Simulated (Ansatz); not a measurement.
Input and output of a relaxation of cell and atoms for LaGePd (C2/m, 6 atoms in the cell) (Ansatz, a quantum-chemistry and plane-wave program).

Method: PBEsol, PAW files made with PBE (plane waves; Ansatz).

```xyz
6
Lattice="5.2734 -2.2844 0.0000 5.2734 2.2844 0.0000 -5.2711 0.0000 5.5782" Properties=species:S:1:pos:R:3 pbc="T T T"
La     1.1984     0.0000     3.9383
La     4.0773     0.0000     1.6399
Ge     1.1117     0.0000     0.6177
Ge     4.1640     0.0000     4.9605
Pd     7.1232     0.0000     1.5513
Pd    -1.8475     0.0000     4.0268
```

Reference input (self-consistent single point, DFT, PBEsol, plane waves, PAW files made with PBE): kpoints.mp_grid.grid = 5 5 3; hamiltonian.xc = pbesol; hamiltonian.pseudopotentials = {kind: paw} (the program's default PAW files); scf.occupations.method = gaussian; scf.occupations.width = 0.136 eV. This run's input differs from it in these lines:

```diff
@@ -20,2 +20,4 @@
   occupations: { method: gaussian, width: 0.136 }
+relax:
+  cell: {}
 output:
```

Output (repeated stretches shortened):

```
   [... SCF lines of the steps left out ...]
relax step   1: F+E_penalty+E_count = -34648.63669259 eV  Δ(F+E_penalty+E_count) = +0.000e0 eV  max|allowed force component| = 6.796e-2 eV/Å  Δτ_max = 0.0000 Å  P = -3.722 GPa  Ω = 134.397 Å³  (12 SCF iters, dr2 threshold 1.00e-7 eV, accepted)
relax step   2: F+E_penalty+E_count = -34648.61717954 eV  Δ(F+E_penalty+E_count) = +1.951e-2 eV  max|allowed force component| = 2.407e-1 eV/Å  Δτ_max = 0.0591 Å  P = +4.531 GPa  Ω = 123.353 Å³  energy of the carried Pulay correction = +1.589e-3 eV  [...]
   [... lines left out ...]
relax step   8: F+E_penalty+E_count = -34648.71031899 eV  Δ(F+E_penalty+E_count) = -3.381e-5 eV  max|allowed force component| = 2.436e-3 eV/Å  Δτ_max = 0.0065 Å  P = -0.005 GPa  Ω = 129.803 Å³  energy of the carried Pulay correction = +6.449e-4 eV  [...]
relax step   9: F+E_penalty+E_count = -34648.70962499 eV  Δ(F+E_penalty+E_count) = +6.940e-4 eV  max|allowed force component| = 2.508e-3 eV/Å  Δτ_max = 0.0000 Å  P = -0.003 GPa  Ω = 129.803 Å³  stress off target by 1.67e-2 GPa  SCF on the basis [...]
basis re-selected at this cell: Δ(F+E_penalty+E_count) = +6.940e-4 eV, ΔP = +0.002 GPa vs the last step
the relaxation is at rest under the 4 symmetry operations that the run kept from its start: a minimum is not shown …
Free energy (F): -34648.709625 eV
Internal energy: -34648.684072 eV  (E = F + TS)
E sigma→0 (E₀):  -34648.696848 eV
Entropy (-TS):   -0.025553 eV (-4.259 meV/atom)
Fermi energy:    13.825450 eV
--- Forces (eV/Å), atoms counted from 1 ---
  atom   1  La     0.00147610     0.00000000     0.00151995
   [... lines left out ...]
  cell:  # Å, volume = 129.8031 Å³
   [... lines left out ...]
    - { symbol: Ge, position: [0.1610965886397914, 0.1610965886397914, 0.11755650644229021] }
    - { symbol: Ge, position: [0.8389034113602084, 0.8389034113602084, 0.8824434935577095] }
    - { symbol: Pd, position: [0.8153216260332569, 0.8153216260332569, 0.29050259790056937] }
    - { symbol: Pd, position: [0.18467837396674314, 0.18467837396674314, 0.7094974020994305] }
```

The run converged. 

Summary of the result:
```
Quantity                                                                                              Result
-----------------------------------------------  -----------------------------------------------------------
Free energy E − TS (on the zero of these files)                                               -34648.7096 eV
Fermi level (on the code's own zero)                                                                13.83 eV
Pressure                                                                                            0.00 GPa
Largest force (vector length)                                                                     0.003 eV/Å
Final cell                                       a = b = 5.7042 Å, c = 7.6785 Å, α = β = 129.73°, γ = 46.27°
Final volume per atom                                                                               21.63 Å³
Relaxation steps                                                                                           9
```

The starting cell comes from a database of computed structures (which also holds hypothetical and non-ambient phases and stackings), without a prior relaxation at this level. Spin polarisation is off. The relaxation keeps the symmetry of its start, so its end need not be a minimum. Ansatz's pressure includes its estimate of the finite-basis (Pulay) stress.

Cost on one core of a shared machine: roughly 70 s.

Keys are those of Ansatz 0.2.
